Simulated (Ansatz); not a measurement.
Consider the following.

```xyz
8
Lattice="-2.9806 2.9806 5.5526 2.9806 -2.9806 5.5526 2.9806 2.9806 -5.5526" Properties=species:S:1:pos:R:3 pbc="T T T"
Mg     0.0000     2.9806     2.7763
Mg     0.0000     0.0000     0.0000
Ge     2.9806     0.0000     2.7763
Ge     0.0000     0.0000     5.5526
As     1.4903     1.6406    -1.3881
As     1.4903     1.3400     4.1644
As     4.3207     1.4903     1.3881
As    -1.3400     1.4903     6.9407
```

No spin polarisation.

Level of theory: r2SCAN in Ansatz (plane waves to 500 eV, PAW, without spin-orbit coupling). k-mesh 8×8×8 (Γ-centred); smearing 0.05 eV (Fermi–Dirac).

### Question
Predict the hole mass, band gap, valence-band top at Γ and space group.

### Answer
Hole mass: 0.090 mₑ along c, 0.44 mₑ across (at Γ)
Band gap: 1.22 eV
Valence-band top at Γ (three highest levels, from the VBM): 0.00, -0.22, -0.22 eV
Space group: I-42d (No. 122)

Masses are band curvatures over ±0.01 Å⁻¹ around the edge. No phonon test of stability was made. The cell was made from CdGeAs2 by this change: Cd → Mg; the result is a model cell, its experimental status unchecked.

Ansatz is a first-principles code.
